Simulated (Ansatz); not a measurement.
## Bi (model structure, started from the diamond type, Fd-3m, No. 227, 2 atoms in the cell)

The numbers are results of LDA (plane waves, PAW; Ansatz, a first-principles code), not measurements.

Numerical settings: plane-wave cutoff 520 eV, 14×14×14 k mesh, Fermi–Dirac smearing 0.05 eV, scalar-relativistic PAW data made under PBE.

Cell (relaxed at this level):

Bi has the cubic space group Fd-3m, origin choice 1 (No. 227), the diamond structure, Pearson symbol cF8. Conventional cell: a = 7.099 Å, b = 7.099 Å, c = 7.099 Å, α = 90.00°, β = 90.00°, γ = 90.00°. Bi on 8b has 4 Bi at 3.074 Å (tetrahedral). (Neighbours: up to the widest gap in distance over summed covalent radii, below 1.35, at either atom.)
(The calculation used a cell of 2 atoms; values per cell refer to that cell.)

| Quantity | Value |
|---|---|
| band gap | none |
| bulk modulus B0 | 35.1 GPa |

Note: the bulk modulus is −V dP/dV from two relaxed cells at ±2 % in volume; the relaxation could raise the start's symmetry but not lower it, so the cell can be a saddle point.

Spin–orbit coupling is not included; it can shift volumes and moduli of such heavy elements.

Static lattice: no zero-point or thermal effects.

A model structure was made by putting elements into a prototype or built by hand; it is no filed structure, need not be a known phase, and can be a saddle point held by its symmetry.
